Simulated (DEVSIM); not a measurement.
System: Pd/SiON/n-Ge capacitor, at 300 K.

| layer (left to right) | material | thickness (nm) | Nd (cm⁻³) |
|---|---|---|---|
| 1 | SiON | 8.30 | - |
| 2 | Ge | 6300 | 9e15 |

Metal gate on the left, work function 5.2 eV. Fixed charge at the semiconductor interface 0 cm⁻² (in units of +e); no interface traps.

Constants are typed, rounded textbook-type inputs, not results; the design itself was drawn at random and stands for no fabricated device. Values at 300 K.

```csv
parameter,SiON,Ge
gap (eV),7,0.664
affinity (eV),1.4,4
permittivity,5.5,16
Nc (cm⁻³),-,1.04e19
Nv (cm⁻³),-,6e18
```

DEVSIM, 1D Poisson equation in equilibrium, Boltzmann statistics, complete ionisation; no quantum confinement or tunnelling. Metal contacts follow the ideal Schottky-Mott rule: no Fermi-level pinning, no interface dipoles.

The interface trap density was swept, all else fixed.

```
interface trap density (cm^-2 eV^-1)  flat-band voltage (V)  minimum of the low-frequency capacitance (μF/cm²)  threshold voltage (band bending 2φF) (V)
------------------------------------  ---------------------  -------------------------------------------------  ----------------------------------------
0                                                      1.02                                             0.0660                                      0.64
1e10                                                   1.02                                             0.0673                                      0.64
1e11                                                   1.03                                             0.0783                                      0.64
3e11                                                   1.04                                              0.101                                      0.64
1e12                                                   1.09                                              0.167                                      0.63
2e12                                                   1.17                                              0.235                                      0.63
```

From the first row to the last the flat-band voltage goes from 1.02 to 1.17. From the first row to the last the minimum of the low-frequency capacitance goes from 0.0660 to 0.235.
